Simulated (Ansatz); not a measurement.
## Worked example: self-consistent single point of SrGe₃Pt (I4mm, 5 atoms in the cell) in Ansatz

Method of the run: PBEsol, default PAW files made with PBE (plane waves; Ansatz, a quantum-chemistry and plane-wave program).

The input file:

Ansatz 0.2 input:
```yaml
crystal:
  lattice:
    - [-2.22455100, 2.22455100, 4.98894600]
    - [2.22455100, -2.22455100, 4.98894600]
    - [2.22455100, 2.22455100, -4.98894600]
  atoms:
    - { symbol: Sr, position: [0.00049000, 0.00049000, 0.00000000] }
    - { symbol: Ge, position: [0.25566000, 0.75566000, 0.50000000] }
    - { symbol: Ge, position: [0.75566000, 0.25566000, 0.50000000] }
    - { symbol: Ge, position: [0.40158000, 0.40158000, 0.00000000] }
    - { symbol: Pt, position: [0.64660000, 0.64660000, 0.00000000] }
kpoints:
  mp_grid: { grid: [8, 8, 8] }
hamiltonian:
  xc: pbesol
  pseudopotentials: { kind: paw }
scf:
  occupations: { method: gaussian, width: 0.0073 Ry }
output:
  forces: true
  eigenvalues: true
  stress: true
```

Output, abridged:

```
WARN basis.ecutwfc = 420 eV, the default
WARN ansatz: RAYON_NUM_THREADS=1 ignored (pool sized by the plan → 1); use --threads N
Pseudopotentials: kind: paw
Pseudopotential: Sr, paw, valence charge 10
Pseudopotential: Ge, paw, valence charge 14
Pseudopotential: Pt, paw, valence charge 18
Crystal: 5 atoms, lattice volume = 98.754 Å³
Basis set: ecut = 420 eV, 1977 PW (Γ), exchange–correlation on 80×80×80 points (8 copies of the dense FFT grid, shifted against one another)
Bands: 42, of which v1, the nominal top of the filled ones, is band 35 counted from 1 (34 counted from 0)
Symmetry: 8 space group operations
Space group: I4mm (ITA 107), of the structure as read, at distance tolerance 4.6e-5 Å
k-points: 59 of 512 (time reversal used)
PAW frozen core: Sr, regenerated for the run's functional, and the local potential with it
PAW frozen core: Ge, regenerated for the run's functional, and the local potential with it
PAW frozen core: Pt, regenerated for the run's functional, and the local potential with it
Initial density: superposition of atomic densities (neutral atoms: chi_scale 0, normalization atom), corrected by the library's trained network
Initial wavefunctions: pseudopotential atomic-orbital guess
Eigensolver: davidson
Functional: x = pbesol(κ = 0.804, μ = 0.12345679012345678), c = pbesol(β = 0.046)
SCF iter   1: F=—  HF=-28639.889110 eV  |F-HF|=—  |Δ(HF+E_count)|=         —  Δρ=3.29e-3  dr2=7.60e-3  ethr=1.77e-3  ⟨swp⟩=6.9  Hψ=10288  notcnv=0  defer=1
all-band conjugate gradients solve this SCF's bands
preconditioner: auto → Kerker (q_TF=auto, 2.576 Å⁻¹)
SCF iter   2: F=—  HF=-28639.891010 eV  |F-HF|=—  |Δ(HF+E_count)|=   1.90e-3  Δρ=2.02e-3  dr2=5.69e-3  ethr=1.09e-5  ⟨swp⟩=2.1  Hψ=4609  notcnv=0  defer=2
SCF iter   3: F=—  HF=-28639.890274 eV  |F-HF|=—  |Δ(HF+E_count)|=   7.36e-4  Δρ=9.94e-4  dr2=2.09e-3  ethr=8.13e-6  ⟨swp⟩=1.7  Hψ=2479  notcnv=0  defer=2
SCF iter   4: F=—  HF=-28639.889845 eV  |F-HF|=—  |Δ(HF+E_count)|=   4.30e-4  Δρ=4.06e-4  dr2=3.75e-4  ethr=2.99e-6  ⟨swp⟩=2.0  Hψ=2934  notcnv=0  defer=2
SCF iter   5: F=—  HF=-28639.889769 eV  |F-HF|=—  |Δ(HF+E_count)|=   7.53e-5  Δρ=1.44e-4  dr2=2.85e-5  ethr=5.35e-7  ⟨swp⟩=2.0  Hψ=2930  notcnv=0  defer=2
SCF iter   6: F=—  HF=-28639.889768 eV  |F-HF|=—  |Δ(HF+E_count)|=   7.72e-7  Δρ=5.64e-5  dr2=9.16e-6  ethr=4.07e-8  ⟨swp⟩=2.0  Hψ=4109  notcnv=0  defer=2
SCF iter   7: F=—  HF=-28639.889766 eV  |F-HF|=—  |Δ(HF+E_count)|=   2.22e-6  Δρ=1.66e-5  dr2=2.94e-7  ethr=1.31e-8  ⟨swp⟩=2.0  Hψ=3033  notcnv=0  defer=2
SCF iter   8: F=-28639.889766 eV  HF=-28639.889766 eV  |F-HF|=1.60e-8  |Δ(HF+E_count)|=   1.26e-7  Δρ=3.57e-6  dr2=2.50e-8  ethr=1.43e-10  ⟨swp⟩=9.8  Hψ=11491  notcnv=0
SCF 1 converged in 8 iterations: F = -28639.889766 eV  dr2 = 2.50e-8
SCF converged after 8 iterations
Free energy (F): -28639.889766 eV
Harris-Foulkes:  -28639.889766 eV  (|F-HF|=1.60e-8)
Internal energy: -28639.881687 eV  (E = F + TS)
E sigma→0 (E₀):  -28639.885726 eV
Entropy (-TS):   -0.008079 eV (-1.616 meV/atom)
Fermi energy:    12.902277 eV
--- Per-component energies (eV) ---
  E_band       = -640.272238
  E_kinetic    = 1223.365656
  E_local      = -9800.943050  (includes V_loc(G=0)·N_el)
  E_nonlocal   = 1662.727555
  E_hartree    = 4103.399110
  E_xc         = -661.292756
  E_vxc        = -663.887150  (∫ρ·V_xc dr)
  E_paw        = -17895.821984  (= ΣΔE_a)
  E_vpaw       = -1268.342067  (= ΣTr[D̂ρ^β])
  E_aug_tail   = 0.001123  (compensation charges beyond the density's cutoff)
  E_ewald      = -7274.492478
  E_core_change = 3.175137  (= ΣΔE_core)
  E_smearing   = -0.008079  (= −TS)
  E_closure    = -0.000000  (closes the sum)
  Σ components = -28639.889766   (vs F -28639.889766, Δ=0.00e0)
--- Forces (eV/Å), atoms counted from 1 ---
  atom   1  Sr    -0.00000000     0.00000000    -0.02616849
  atom   2  Ge    -0.00000000     0.00000000     0.09697625
  atom   3  Ge     0.00000000     0.00000000     0.09697625
  atom   4  Ge    -0.00000000    -0.00000000    -0.00401447
  atom   5  Pt     0.00000000     0.00000000    -0.16373823
  max |Σ_I F_I| component: 3.13e-5 eV/Å
--- Stress (GPa, compression-positive) ---
        2.372158       0.000000      -0.000000
        0.000000       2.372158      -0.000000
       -0.000000       0.000000       2.388712
  P = ⅓ Tr σ = 2.3777 GPa (23.777 kbar)
  The stress holds the Pulay correction. Without it, at fixed plane waves, as pw.x and ABINIT print it: P = 2.3459 GPa
--- Band table (eV; the first three rows and the last of 59) ---
  k-point 0: bands = ["-86.1155", "-40.3263", "-40.3263", "-40.3056", "-22.1853", "-11.7796", "-11.7785", "-11.7464", "-11.7433", "-11.7433", "-11.6783", "-11.6710", "-11.6595", "-11.6595", "-11.6508", "-11.5879", "-11.5683", "-11.5546", "-11.5380", [...]
  k-point 1: bands = ["-86.1155", "-40.3264", "-40.3264", "-40.3056", "-22.1842", "-11.7799", "-11.7713", "-11.7501", "-11.7455", "-11.7390", "-11.6789", "-11.6746", "-11.6649", "-11.6601", "-11.6482", "-11.5871", "-11.5673", "-11.5584", "-11.5364", [...]
  k-point 2: bands = ["-86.1155", "-40.3266", "-40.3266", "-40.3054", "-22.1816", "-11.7803", "-11.7599", "-11.7522", "-11.7500", "-11.7328", "-11.6988", "-11.6770", "-11.6639", "-11.6599", "-11.6445", "-11.5863", "-11.5629", "-11.5618", "-11.5363", [...]
  k-point 58: bands = ["-86.1155", "-40.3263", "-40.3263", "-40.3056", "-22.1848", "-11.7799", "-11.7792", "-11.7460", "-11.7433", "-11.7433", "-11.6747", "-11.6710", "-11.6595", "-11.6595", "-11.6522", "-11.5881", "-11.5678", "-11.5562", [...]
```

The run converged in 8 iterations.

The starting cell comes from a database of computed structures (which also holds hypothetical and non-ambient phases and stackings), without a prior relaxation at this level. Its lattice was rescaled by a random factor within 2.5 % of one. Spin-orbit coupling is off. Spin polarisation is off. Ansatz's pressure includes its estimate of the finite-basis (Pulay) stress.
